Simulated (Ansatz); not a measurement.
We consider B20 (FeSi-type) CoSi, described by rVV10 (plane waves, PAW; Ansatz, a program for electronic structure).

Run with plane-wave cutoff 520 eV, 12×12×12 k mesh, Fermi–Dirac smearing 0.05 eV, no spin polarisation, scalar-relativistic PAW data made under PBE.

Computed at the level's own relaxed cell.

Task: What does this level give for the volume per atom, bulk modulus B0, lattice parameter a and pressure derivative B′ of the bulk modulus?

Result: 
* **volume per atom**: 10.97 Å³/atom
* **bulk modulus B0**: 214 GPa
* **lattice parameter a**: 4.445 Å
* **pressure derivative B′ of the bulk modulus**: 5.0

The run finds no gap.

Measured, for comparison: equilibrium volume per atom 10.97 Å³/atom, lattice constant a 4.444 Å (temperature not stated, not corrected to a static lattice; as tabulated in Wikipedia's data pages); bulk modulus 207 GPa (temperature not stated, not corrected to a static lattice; as tabulated in Electronic Structure of B20 (FeSi-Type) Transition-Metal Monosilicides …). Computed (rounded) less measured: equilibrium volume per atom 0.0 %, bulk modulus +3 %, lattice constant a 0.0 %. A static lattice is as a rule a little smaller and stiffer than an uncorrected measurement, which narrows the difference in the bulk modulus and would widen misses of the other sign.

Note: the bulk modulus comes from volumes at which shape and atoms were relaxed.

It cost very roughly 11 core-minutes of CPU time.
